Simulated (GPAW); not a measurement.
Band structure of Rb2Te5 (C2/m, 7 atoms in the cell).

```xyz
7
Lattice="5.8680 -4.6362 0.0000 5.8680 4.6362 0.0000 -2.6339 0.0000 5.1772" Properties=species:S:1:pos:R:3 pbc="T T T"
Rb     2.0470     0.0000     3.3207
Rb     7.0551     0.0000     1.8565
Te     0.0000     0.0000     0.0000
Te     4.9518    -2.4325     3.9293
Te     4.1504     2.4325     1.2479
Te     4.1504    -2.4325     1.2479
Te     4.9518     2.4325     3.9293
```

Computed with LDA (Perdew-Wang 92), GPAW PAW datasets LDA (gpaw-data 1.0.1) (plane waves; GPAW 25.7.0).

Settings: mode = pw; ecut = 600 eV; xc = LDA; kpts = 2 2 3; mesh shift (steps) = 0 0 0; occupations.name = fermi-dirac; occupations.width = 0.05 eV; nbands = -4; convergence.density = 1e-05 e/electron; convergence.bands = -2; symmetry.symmorphic = false; symmetry.tolerance = 0.0005; maxiter = 100; bandpath_npoints = 40.

The starting cell comes from a database of computed structures (which also holds hypothetical and non-ambient phases and stackings), without a prior relaxation at this level. Spin-orbit coupling is off.

Task: Predict the gap along the standard path and the places of the band edges.

Result: The gap along the path is 0.22 eV, from Γ to a point between Z and I; the smallest direct gap on it is 0.51 eV.

Levels in eV from the top of the valence band on the SCF mesh, bands 21 to 28:
| point | 21 | 22 | 23 | 24 | 25 | 26 | 27 | 28 |
|---|---|---|---|---|---|---|---|---|
| Γ | -1.47 | -1.15 | -1.05 | 0.00 | 0.51 | 1.03 | 1.53 | 2.24 |
| Y | -1.54 | -0.96 | -0.76 | -0.46 | 0.34 | 1.02 | 1.79 | 2.39 |
| F | -1.27 | -1.00 | -0.93 | -0.74 | 0.93 | 0.98 | 1.77 | 2.29 |
| H | -1.49 | -1.25 | -1.05 | -0.03 | 0.63 | 1.04 | 1.55 | 2.26 |
| Z | -1.33 | -0.74 | -0.70 | -0.28 | 0.34 | 0.85 | 1.36 | 2.77 |
| I | -1.29 | -1.11 | -1.09 | -0.34 | 0.29 | 1.12 | 1.92 | 2.29 |
| Y1 | -1.54 | -0.96 | -0.76 | -0.46 | 0.34 | 1.02 | 1.79 | 2.39 |
| X | -1.53 | -1.23 | -0.69 | -0.65 | 0.49 | 1.46 | 1.46 | 1.74 |
